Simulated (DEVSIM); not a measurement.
Device: abrupt Si n-p junction, at 300 K.

| layer (left to right) | material | thickness (μm) | Nd (cm⁻³) | Na (cm⁻³) | τn (s) | τp (s) |
|---|---|---|---|---|---|---|
| 1 | Si | 6.20 | 6.7e16 | - | 4.3e-5 | 4.3e-5 |
| 2 | Si | 31.0 | - | 6.3e14 | 4.3e-5 | 4.3e-5 |

Left contact: ohmic. Right contact: ohmic. Voltage is applied to the left contact. Recombination: SRH at mid-gap, radiative. Gap narrowing is on: ΔEg = 6.92 meV × (l + √(l² + 0.5)), l = ln(N/1.3e17 cm⁻³), shared equally by both band edges. Mobility is μmin + (μ − μmin)/(1 + (N/Nref)^α).

The device is made up for the run: typed textbook-type constants, with dimensions and the other settings drawn at random. Values at 300 K.

| parameter | Si |
|---|---|
| gap (eV) | 1.124 |
| affinity (eV) | 4.05 |
| permittivity | 11.7 |
| Nc (cm⁻³) | 2.86e19 |
| Nv (cm⁻³) | 3.1e19 |
| μn (cm²/Vs) | 1417 |
| μp (cm²/Vs) | 470 |
| μn,min | 52 |
| μp,min | 45 |
| Nref,n | 9.7e16 |
| Nref,p | 2.2e17 |
| αn | 0.68 |
| αp | 0.72 |
| B (cm³/s) | 4.7e-15 |

DEVSIM, 1D drift-diffusion, Boltzmann statistics, complete ionisation; no tunnelling, impact ionisation, image-force lowering or self-heating.

Question: Tabulate band edges, carrier densities and field at 20.0 V on the left contact.

Answer: Energies count from the Fermi level of the right contact; mesh points crowd at the junctions.

```
x (μm)   Ec (eV)  Ev (eV)  n (cm⁻³)  p (cm⁻³)  field (V/cm)
-------  -------  -------  --------  --------  ------------
0.000    -19.843  -20.965    6.7e16      1900           ≈ 0
0.03976  -19.843  -20.965    6.7e16      1900           ≈ 0
0.1518   -19.843  -20.965    6.7e16      1800           ≈ 0
0.4411   -19.843  -20.965    6.7e16      1700           ≈ 0
1.746    -19.843  -20.965    6.7e16      1300           ≈ 0
4.054    -19.843  -20.965    6.7e16       640           ≈ 0
5.403    -19.843  -20.965    6.7e16       230           ≈ 0
6.008    -19.843  -20.965    6.7e16     < 1e2           ≈ 0
6.143    -19.825  -20.946    3.2e16     < 1e2         11000
6.193    -19.665  -20.787    6.8e13     < 1e2         56000
6.226    -19.460  -20.584    2.5e10     < 1e2         63000
6.360    -18.624  -19.748       870     < 1e2         62000
6.687    -16.666  -17.790       860       220         58000
7.535    -12.065  -13.189       850       730         50000
11.18     -0.266   -1.389       650     10000         15000
20.05      0.844   -0.279     56000    6.3e14           ≈ 0
30.63      0.844   -0.279    140000    6.3e14           ≈ 0
34.74      0.844   -0.279    170000    6.3e14           ≈ 0
36.58      0.844   -0.279    180000    6.3e14           ≈ 0
36.98      0.844   -0.279    190000    6.3e14           ≈ 0
37.14      0.844   -0.279    190000    6.3e14           ≈ 0
37.20      0.844   -0.279    190000    6.3e14           ≈ 0
```
